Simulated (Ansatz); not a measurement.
## Ni on the 1x1 (111) surface of fcc Pt, one in a 2x2 cell, started at the site 'top Pt'

These are PBE (plane waves to 420 eV, PAW; Ansatz, a first-principles code) values and carry that method's errors.

Slab: 17 atoms, 6.9 Å thick at the start under the adsorbate (thin: gaps and levels are the slab's own); k 6x6x1, smearing 0.1 eV, dipole-corrected; 8 atoms held, the rest relaxed; symmetry of the start imposed; spin-polarised, no spin-orbit, no U, no dispersion correction. At the end it is bonded to Pt. In PBE this state lies 1.27 eV over the lowest of the starts that converged ('hollow Pt-Pt-Pt over Pt at depth 4.6 Å').

```yaml
adsorption energy against an atom of fcc Ni, ferromagnetic: 2.25 eV
work_function_of_the_top_face: 3.80 eV
change_of_the_work_function: -1.88 eV
change_of_the_step_from_the_bottom_to_the_top_vacuum_level_against_the_clean_slab: -1.87 eV
energy_released_by_relaxation: 0.51 eV
height of the binding atom over the mean of the host atoms within 0.3 Å of the top one: 2.130 Å
magnetic_moment_of_the_cell: 1.78 μB
nearest_host_atoms_of_the_binding_atom: Pt at 2.29 Å, Pt at 3.49 Å, Pt at 3.49 Å
largest_move_of_a_host_atom: 0.13 Å
cost: roughly 24 core-minutes
```

A negative adsorption energy means that the adsorbate is more stable on the surface than in its reference.
